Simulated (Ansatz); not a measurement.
Input:

```
HgS
1.0
    4.12038     0.00000     0.00000
    2.06019     3.56835     0.00000
    2.06019    -1.18945     3.41940
Hg S
1 1
Direct
  0.99696   0.00152   0.00457
  0.50304   0.24848   0.74543
```

No spin polarisation.

Level of theory: Ansatz (a quantum-chemistry and plane-wave program) PBEsol, scalar-relativistic without spin-orbit coupling. Γ-centred 10×10×10 mesh, Fermi–Dirac width 0.05 eV.

Problem. Predict the band gap, space group and pressure.

Solution. Band gap: zero
Space group: R3m (No. 160)
Pressure (mean of the normal stresses, compression positive): 0.5 GPa

The mesh was chosen for an insulator and is coarse for the gapless case. Spin-orbit coupling, missing from the scalar runs, can matter with Hg. The cells carry an imposed strain or load. Whether these cells are dynamically stable was not tested. All final runs are without spin polarisation. The cell was made from HgS in the zinc blende structure (space group F-43m, No. 216) by this change: biaxial strain −0.83 %, plane normal [111], relaxed out of plane. The zero or small gap of HgS can change with the level of theory.
